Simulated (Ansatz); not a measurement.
We consider TiAl₃ (I4/mmm, No. 139), described by revPBE (Ansatz, an electronic-structure program, plane waves, PAW).

Run with plane-wave cutoff 520 eV, 20×20×20 k mesh, Fermi–Dirac smearing 0.05 eV, no spin polarisation, scalar-relativistic PAW data made under PBE.

Equation-of-state points:

```json
[
 {"V (Å³/atom)": "15.550", "E − E_lowest (meV/atom)": "8.84", "P (GPa)": "4.53"},
 {"V (Å³/atom)": "15.874", "E − E_lowest (meV/atom)": "2.13", "P (GPa)": "2.15"},
 {"V (Å³/atom)": "16.198", "E − E_lowest (meV/atom)": "0.00", "P (GPa)": "0.00"},
 {"V (Å³/atom)": "16.521", "E − E_lowest (meV/atom)": "2.00", "P (GPa)": "-1.95"},
 {"V (Å³/atom)": "16.845", "E − E_lowest (meV/atom)": "7.74", "P (GPa)": "-3.70"}
]
```

Q: Estimate the bulk modulus from the pressures at 15.874 and 16.521 Å³/atom, and compare it with a fit to all energies.

A: B = −V dP/dV. Between V = 15.874 and 16.521 Å³/atom, dP/dV = (-1.95 − (2.15))/(16.521 − 15.874) = -6.34 GPa per Å³/atom; at the midpoint 16.198 Å³/atom this gives B ≈ 103 GPa. The third-order Birch–Murnaghan fit gives V0 = 16.197 Å³/atom, B0 = 102 GPa, B′ = 4.1, which lies within 1 % of that estimate.

Shape and atoms are relaxed at each volume.

Measured, for comparison: equilibrium volume per atom 15.93 Å³/atom (temperature not stated, no zero-point or thermal correction; as tabulated in P. Norby and A. Norlund Christensen, Acta Chemica Scandinavica A40, 157 (1986)). Computed (rounded) less measured: equilibrium volume per atom +1.7 %.

Note: the bulk modulus comes from volumes at which shape and atoms were relaxed.

Static lattice: no zero-point or thermal effects.

The result took around 21 core-minutes (rough).
